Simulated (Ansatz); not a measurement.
CaC2 (R-3m, No. 166; start mp-1227257) was calculated with G0W0@PBEsol (plane waves, hard PAW, contour deformation; Ansatz, an electronic-structure program).

The cell is the one relaxed with PBEsol. Conventional cell: a = 3.8242 Å, b = 3.8242 Å, c = 11.6843 Å, α = 90.00°, β = 90.00°, γ = 120.00°.

The quasiparticle gap at Γ at a fixed k mesh 4×4×4:

```tsv
response cutoff	value (eV)
150 eV, 378 empty bands	6.244
200 eV, 582 empty bands	6.262
250 eV, 813 empty bands	6.269
300 eV, 1069 empty bands	6.273
```

Question: Taking the value to converge with the response cutoff E as E^(−3/2), extrapolate from the last two rows.

Answer: With y = y∞ + c/w and weights w = 3953 and 5196 for the last two rows, y∞ = (w2 y2 − w1 y1)/(w2 − w1) = (5196 × 6.273 − 3953 × 6.269)/1243 = 6.286 eV, which lies 0.013 beyond the last row. Successive pairs of rows give 6.295, 6.287, 6.286. The limit also hangs on the law assumed, so its last digits aren't firm.

The other settings are not extrapolated, so this is the limit in one setting alone.

The smallest gap on this mesh is 4.66 eV, away from Γ.

A start named mp-… is a Materials Project structure, which can be a computed phase never made.
